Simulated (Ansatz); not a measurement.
## Eu under a change: Eu → Ba

Start from Eu in the bcc (W type) structure (space group Im-3m, No. 229; a = 4.236 Å; ferromagnetic).

It is then changed as follows: Ba takes the place of Eu on all its sites, then cell and atoms are relaxed.

Method: PBEsol, PAW, 420 eV (Ansatz, a first-principles code; spin-orbit coupling left out). Settings: 14×14×14 k-points, 0.05 eV Fermi–Dirac smearing, for the changed cell.

| quantity | base | changed | shift |
|---|---|---|---|
| volume per atom | 38.01 Å³ | 58.17 Å³ | +20.16 Å³ |
| density | 6.64 g/cm³ | 3.92 g/cm³ | -2.72 g/cm³ |
| shortest interatomic distance | 3.669 Å | 4.228 Å | +0.559 Å |
| band gap | zero | zero | – |

Other magnetic orders, which the real material may have, were not ruled out. The state of the 4f shell was not checked for lower solutions. No phonon test of stability was made.
